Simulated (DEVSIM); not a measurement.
Device: abrupt Ge p-n junction, at 300 K.

Layer 1 from the left is Ge, thickness (μm) 30.0, Na (cm⁻³) 1e16, τn (s) 0.00082, τp (s) 0.00082. Layer 2 from the left is Ge, thickness (μm) 11.0, Nd (cm⁻³) 3.4e16, τn (s) 0.00082, τp (s) 0.00082.

Left contact: ohmic. Right contact: ohmic. Voltage is applied to the left contact. Recombination: SRH at mid-gap, radiative. Mobility is μmin + (μ − μmin)/(1 + (N/Nref)^α).

Constants are typed, rounded textbook-type inputs, not results; the design itself was drawn at random and stands for no fabricated device. Values at 300 K.

Ge: gap (eV) 0.664, affinity (eV) 4, permittivity 16, Nc (cm⁻³) 1.04e19, Nv (cm⁻³) 6e18, μn (cm²/Vs) 3900, μp (cm²/Vs) 1900, μn,min 150, μp,min 100, Nref,n 2.6e17, Nref,p 4e17, αn 0.56, αp 0.6, B (cm³/s) 6.4e-14.

### Question
Estimate by hand the built-in potential, the peak field at zero bias, the capacitance at -0.6 V, and compare with a numerical solution.

### Answer

- Built-in potential: ni = √(Nc Nv) exp(−Eg/2kT) = 2.09e13 cm⁻³ with Eg = 0.664 eV; Vbi = kT/q ln(Na Nd/ni²) = 0.351 V; numerical 0.351 V.
- Peak field at zero bias: depletion approximation: W = √(2εVbi/(qN)) = 0.283 μm with N = 7.73e15 cm⁻³; field = 2Vbi/W = 24800 V/cm; numerical 23000 V/cm (estimate above by 7.7 %).
- Capacitance at -0.6 V: C = √(qεN / 2(Vbi + |V|)) = 30.4 nF/cm²; numerical 31.2 nF/cm² (estimate below by 2.7 %).

DEVSIM, 1D drift-diffusion, Boltzmann statistics, complete ionisation; no tunnelling, impact ionisation, image-force lowering or self-heating.
